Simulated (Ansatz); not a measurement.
We consider CsCl-type TiCo, described by LDA (Ansatz, a quantum-chemistry and plane-wave program, plane waves, PAW).

Run with plane-wave cutoff 520 eV, 16×16×16 k mesh, Fermi–Dirac smearing 0.1 eV, perturbation theory, no spin polarisation, scalar-relativistic PAW data made under PBE.

Computed at the level's own relaxed cell.

### Question
What does this level give for the TO(Γ) frequency?

### Answer

TO(Γ) frequency: 228 cm⁻¹

It cost roughly 7 core-minutes of CPU time.
